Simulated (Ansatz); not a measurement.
Input:

```
CELL_PARAMETERS angstrom
      0.00000     1.89898     1.89898
      1.89898     0.00000     1.89898
      1.89898     1.89898     0.00000
ATOMIC_POSITIONS crystal
  Ir 0.00000 0.00000 0.00000
```

These are PBEsol, rigid bands (plane waves, PAW, scalar-relativistic; Ansatz, a program for electronic structure) values and carry that method's errors. Condition of this run: hydrostatic pressure 10 GPa (the target of the relaxation). Geometry: cell and atoms relaxed with PBEsol, then loaded as said.

### Question
Predict the product ρ₀λ of resistivity and mean free path that follows from the Fermi surface's area.

### Answer
3.6 ×10⁻¹⁶ Ω·m².

### Question
And the Drude plasma energy and the root-mean-square Fermi velocity at 300 K?

### Answer
11.0 eV; 8.7e5 m/s.

A metal at this level (no band gap); rigid bands, thermally averaged at 300 K, both spins. Spin-orbit coupling is left out, which matters with elements this heavy. τ is one relaxation time for all states; the product of resistivity and mean free path takes one path for all states instead.
